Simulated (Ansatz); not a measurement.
Sensitivity of a calculation on Co2Si (Pnma, 12 atoms in the cell) to its settings

```
CELL_PARAMETERS angstrom
      4.80567     0.00000     0.00000
      0.00000     3.66664     0.00000
      0.00000     0.00000     6.89475
ATOMIC_POSITIONS crystal
  Co 0.82749 0.75000 0.56358
  Co 0.17251 0.25000 0.43642
  Co 0.67251 0.25000 0.06358
  Co 0.32749 0.75000 0.93642
  Co 0.53582 0.25000 0.72140
  Co 0.46418 0.75000 0.27860
  Co 0.96418 0.75000 0.22140
  Co 0.03582 0.25000 0.77860
  Si 0.20089 0.25000 0.10368
  Si 0.79911 0.75000 0.89632
  Si 0.29911 0.75000 0.60368
  Si 0.70089 0.25000 0.39632
```
Moments meant for the start (each program seeds them in its own way; μB, in the order of the atoms Co Co Co Co Co Co Co Co Si Si Si Si): 3.0 3.0 3.0 3.0 3.0 3.0 3.0 3.0 0.0 0.0 0.0 0.0.

Base run A: PBE, PAW files in Ansatz (a quantum-chemistry and plane-wave program), self-consistent single point.

Its settings: kpoints.mp_grid.grid = 3 4 3; hamiltonian.xc = pbe; hamiltonian.pseudopotentials = {kind: paw} (the program's default PAW files); magnetization.spin_polarized = true; scf.occupations.method = methfessel_paxton; scf.occupations.width = 0.1 eV.

The starting cell comes from a database of computed structures (which also holds hypothetical and non-ambient phases and stackings), without a prior relaxation at this level. Its lattice was rescaled by a random factor within 2.5 % of one. The moments shrank to a small part of their start, a low-spin state that need not be the lowest. The program warned that a starting moment was not kept. In the base run, with a pressure of about 12 GPa the cell is away from its equilibrium volume at this level. Ansatz's pressure includes its estimate of the finite-basis (Pulay) stress. Without a gap this mesh is coarse (it stands for a supercell whose shortest vector is 14 Å).

ΔF is the free energy per atom less that of run A. 

Run A gave: pressure (GPa) 12.15; largest force (eV/Å) 0.365; size of the net moment (μB/atom) 0.09; k-points 12; valence electrons 152.

Runs:
- B: 1 x 1 x 2 supercell, mesh divided and rounded up; kpoints.mp_grid.grid: 3 4 3 → 3 4 2
- C: kpoints.mp_grid.shift: default → 0.5 0.5 0.5
- D: crystal.symmetry.detect: default → false
- E: scf.occupations.width: 0.1 eV → 0.3 eV
- F: scf.eigensolver.kind: default (the program chose band_cg) → davidson
- G: scf.mixing.algorithm: default (the program chose MSR1) → broyden; scf.mixing.beta: default → 0.3
- H: scf.mixing.preconditioner: default (the program chose Kerker) → kerker; scf.mixing.q_tf: default → 1.5

What does run E change against A?

The free energy stays essentially unchanged (within 1 meV/atom), the pressure goes from 12.15 to 12.29 GPa, the largest force goes from 0.365 to 0.343 eV/Å and the size of the net moment goes from 0.09 to 0.13 μB/atom.

```tsv
run	ΔF (meV/atom)	pressure (GPa)	largest force (eV/Å)	size of the net moment (μB/atom)	k-points	valence electrons
A	0.00	12.15	0.365	0.09	12	152
B	0.06	12.21	0.373	0.10	12	304
C	1.79	12.62	0.360	0.19	8	152
D	0.00	12.15	0.365	0.09	19	152
E	0.77	12.29	0.343	0.13	12	152
F	0.00	12.15	0.365	0.09	12	152
G	0.00	12.15	0.365	0.09	12	152
H	0.00	12.15	0.365	0.09	12	152
```

Keys are those of Ansatz 0.2.
